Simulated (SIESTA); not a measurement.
SIESTA run on Lu (P-1, 2 atoms in the cell): self-consistent single point.

Level of theory: GGA PBEsol, numerical atomic orbitals DZP, PseudoDojo PBEsol standard norm-conserving potentials (rewritten from UPF to PSML) in SIESTA.

```
Lu
1.0
    3.51805     0.00000     0.00000
   -1.75903     3.04672     0.00000
    0.00000     0.00000     5.44608
Lu
2
Cartesian
  0.00217   2.02792   1.37004
  1.75685   1.01880   4.07604
```

Reference input (self-consistent single point, DFT, GGA PBE, numerical atomic orbitals DZP, PseudoDojo PBE standard norm-conserving potentials (rewritten from UPF to PSML)): XC.functional = GGA; XC.authors = PBE; potentials = PseudoDojo PBE standard; PAO.BasisSize = DZP; PAO.EnergyShift = 0.01 Ry; MeshCutoff = 400 Ry; kgrid.MonkhorstPack = 7 7 4; OccupationFunction = FD; ElectronicTemperature = 0.1 eV; MaxSCFIterations = 150; SCF.Mixer.Method = Pulay; SCF.Mixer.Weight = 0.25. This run's input differs from it in these lines:

```diff
@@ -1,2 +1,2 @@
-# files in the folder: Lu.psml (PseudoDojo PBE standard)
+# files in the folder: Lu.psml (PseudoDojo PBEsol standard)
 SystemName  Lu
@@ -22,3 +22,3 @@
 XC.functional                GGA
-XC.authors                   PBE
+XC.authors                   PBEsol
 PAO.BasisSize                DZP
```

Output (repeated stretches shortened):

```
        iscf     Eharris(eV)        E_KS(eV)     FreeEng(eV)     dDmax    Ef(eV) dHmax(eV)
   scf:    1   -13396.528588   -13405.621594   -13405.723630  1.122009 -3.313585  8.142834
   scf:    2   -13409.629415   -13407.921449   -13408.018135  0.355899 -3.548145  3.143855
   scf:    3   -13408.404908   -13408.203859   -13408.301430  0.144598 -3.675540  0.768850
   scf:    4   -13408.223456   -13408.218507   -13408.316559  0.047892 -3.733597  0.126286
   scf:    5   -13408.208084   -13408.213807   -13408.312104  0.016700 -3.763462  0.432975
   scf:    6   -13408.222808   -13408.219570   -13408.317635  0.022030 -3.742329  0.010780
   scf:    7   -13408.219594   -13408.219582   -13408.317636  0.000259 -3.743046  0.007404
   scf:    8   -13408.219570   -13408.219577   -13408.317637  0.000649 -3.743462  0.006001
   scf:    9   -13408.219588   -13408.219583   -13408.317638  0.000274 -3.743309  0.000740
   scf:   10   -13408.219582   -13408.219582   -13408.317638  0.000020 -3.743280  0.000395
SCF Convergence by DM+H criterion
max |DM_out - DM_in|         :     0.0000202639
max |H_out - H_in|      (eV) :     0.0003946732
SCF cycle converged after 10 iterations

Using DM_out to compute the final energy and forces

siesta: E_KS(eV) =           -13408.2196

siesta: E_KS - E_eggbox =    -13408.2196

siesta: Atomic forces (eV/Ang):
     1   -0.007008    0.010192   -0.060484
     2    0.007008   -0.010192    0.060485
   Tot    0.000000   -0.000000    0.000000
   Max    0.060485
   Res    0.035643    sqrt( Sum f_i^2 / 3N )
   Max    0.060485    constrained

Stress tensor Voigt[x,y,z,yz,xz,xy] (kbar):       13.47       14.50       34.14        0.01        0.08        0.59
(Free)E + p*V (eV/cell)   -13409.0720
Target enthalpy (eV/cell)   -13408.3176

siesta: Program's energy decomposition (eV):
siesta: FreeEng =    -13408.317638

   [... lines left out ...]
siesta:     0.008407    0.000369    0.000050
siesta:     0.000369    0.009052    0.000008
siesta:     0.000050    0.000008    0.021311

siesta: Cell volume =         58.373900 Ang**3

siesta: Pressure (static):
siesta:                Solid            Molecule  Units
siesta:          -0.00014075         -0.00015234  Ry/Bohr**3
siesta:          -0.01292336         -0.01398693  eV/Ang**3
siesta:         -20.70550261        -22.40952719  kBar
```

The run converged in 10 iterations. Against the reference run the pressure goes from 0.73 to -2.07 GPa and the largest force goes from 0.069 to 0.062 eV/Å.

The starting cell comes from a database of computed structures (which also holds hypothetical and non-ambient phases and stackings), without a prior relaxation at this level. Its atoms were displaced at random from the sites of space group no. 194. Values carry the incompleteness of an atom-centred basis.
